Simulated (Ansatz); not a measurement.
The parent structure is Sc in the hcp (Mg type) structure (space group P6_3/mmc, No. 194; relaxed with 0.1 eV smearing).

```
Sc
1.0
    3.31794     0.00000     0.00000
   -1.65897     2.87342     0.00000
    0.00000     0.00000     5.18600
Sc
2
Direct
  0.66667   0.33333   0.75000
  0.33333   0.66667   0.25000
```

The values are results of DFT with PBE, PAW potentials and a 420 eV plane-wave cutoff in Ansatz (an electronic-structure program), scalar-relativistic without spin-orbit coupling, not measurements.

Before the change:

```
Property   Result
--------  -------
Pressure  0.0 GPa
Band gap     zero
```

It is then changed as follows: every lattice vector is shortened by 0.50 %, atoms relaxed at fixed cell.

### Question
What happens to the pressure?

### Answer
The pressure (mean of the normal stresses, compression positive) goes from zero to 0.8 GPa.

### Question
How does this affect the energy relative to the base?

### Answer
The energy increases by 0.9 meV/atom.

### Question
Estimate the effect on the band gap.

### Answer
The band gap remains zero.

The cells carry an imposed strain or load. No phonon test of stability was made. All final runs are without spin polarisation.
